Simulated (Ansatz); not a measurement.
The structure below was relaxed with Kohn–Sham DFT with the PBEsol functional, run in Ansatz (a quantum-chemistry and plane-wave program) with PAW and 420 eV plane waves, no spin-orbit coupling, earlier PAW set, at pressure 100 GPa.

Space group Fm-3m (No. 225); a = 4.6920 Å, b = 4.6920 Å, c = 4.6920 Å, α = 90.00°, β = 90.00°, γ = 90.00°

| atom | site | symmetry | x | y | z |
|---|---|---|---|---|---|
| Ca | 4a | m-3m | 0.0000 | 0.0000 | 0.0000 |
| F | 8c | -43m | 0.2500 | 0.2500 | 0.2500 |

Task: Write out a cell with all atoms.

Result: 
```cif
data_Ca4F8
_chemical_formula_sum 'Ca4 F8'
_space_group_name_H-M_alt 'P 1'
_space_group_IT_number 1
_cell_length_a 4.69204
_cell_length_b 4.69204
_cell_length_c 4.69204
_cell_angle_alpha 90.000
_cell_angle_beta 90.000
_cell_angle_gamma 90.000
loop_
_space_group_symop_operation_xyz
  'x, y, z'
loop_
_atom_site_label
_atom_site_type_symbol
_atom_site_fract_x
_atom_site_fract_y
_atom_site_fract_z
_atom_site_occupancy
Ca1 Ca 0.00000 0.00000 0.00000 1
F1 F 0.25000 0.75000 0.75000 1
F2 F 0.25000 0.25000 0.75000 1
Ca2 Ca 0.00000 0.50000 0.50000 1
F3 F 0.25000 0.25000 0.25000 1
F4 F 0.25000 0.75000 0.25000 1
Ca3 Ca 0.50000 0.00000 0.50000 1
F5 F 0.75000 0.75000 0.25000 1
F6 F 0.75000 0.25000 0.25000 1
Ca4 Ca 0.50000 0.50000 0.00000 1
F7 F 0.75000 0.25000 0.75000 1
F8 F 0.75000 0.75000 0.75000 1
```
This is the conventional cell.

Load acts through the strain it causes; cell and atoms are relaxed under it. Whether these cells are dynamically stable was not tested. Competing high-pressure phases were not computed. The cell was made from CaF$_{2}$ in the fluorite structure (space group Fm-3m, No. 225) by this change: pressure 100 GPa.
